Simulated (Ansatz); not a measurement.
Terminations of the (110) surface of bcc V, measured from the surface 'clean 1x1'. Atoms come from or go to: Al: fcc Al, Au: fcc Au, Ge: germanium, Ir: fcc Ir, Mg: hcp Mg, Mn: fcc-type Mn, layered antiferromagnet, Os: hcp Os, Si: silicon, Sn: beta tin, V: bcc V. ΔE is the energy of forming the row's surface from that one (negative: more stable at these reservoirs); the vacuum level's shift is aligned on the shared bottom. No zero-point or thermal terms. These are constructed structures in small cells; real faces may alloy, dewet or reconstruct in larger ones, and not all known structures of the face are among them. Slabs of about 10 Å with all that they carry, Fermi-Dirac smearing of 0.1 eV. Bottom of the slabs: a bare face, its two planes held. Relaxed from the named starts with such symmetry as they have, on meshes of like density; energies extrapolated to zero smearing; no spin-orbit coupling, no U. Spin-polarised runs, if any, are marked in brackets, and their order is one that fits the cell; the others ran without spin. A dash marks a value that is undefined for that row (no clear gap, or no work function of a gapped slab) or was not read reliably on its mesh.

All values below come from PBE (plane waves to 420 eV, PAW; Ansatz, an electronic-structure program).

```tsv
surface	atoms added per 1x1	ΔE per 1x1 (eV)	shift of the vacuum level (eV)	work function (eV)
a layer of Si in place of the second plane	+1 Si, -1 V	-0.44	0.38	5.10
a layer of Mg in place of the second plane	+1 Mg, -1 V	1.11	0.37	5.09
a pseudomorphic layer of Au in the host's stacking	+1 Au	-0.45	0.04	4.77
a layer of Al in place of the second plane	+1 Al, -1 V	___	0.46	5.18
one row in 3 of the top plane missing	-0.333 V	0.27	-0.86	3.87
a pseudomorphic layer of Os in the host's stacking	+1 Os	___	0.15	4.88
a layer of Sn in place of the second plane	+1 Sn, -1 V	2.15	0.55	5.26
a layer of Os in place of the second plane	+1 Os, -1 V	___	-0.02	4.71
a layer of Ge in place of the second plane	+1 Ge, -1 V	0.21	0.43	5.16
a pseudomorphic layer of Sn in the host's stacking	+1 Sn	0.69	-0.92	3.81
a layer of Ir in place of the second plane	+1 Ir, -1 V	___	0.05	4.78
a pseudomorphic layer of Mn in the host's stacking [spin start, no net moment]	+1 Mn	-0.06	-0.33	4.40
```

Some entries are withheld; supply them.


- a layer of Al in place of the second plane, ΔE per 1x1 (eV): -0.05
- a pseudomorphic layer of Os in the host's stacking, ΔE per 1x1 (eV): -0.17
- a layer of Os in place of the second plane, ΔE per 1x1 (eV): -0.09
- a layer of Ir in place of the second plane, ΔE per 1x1 (eV): -0.23
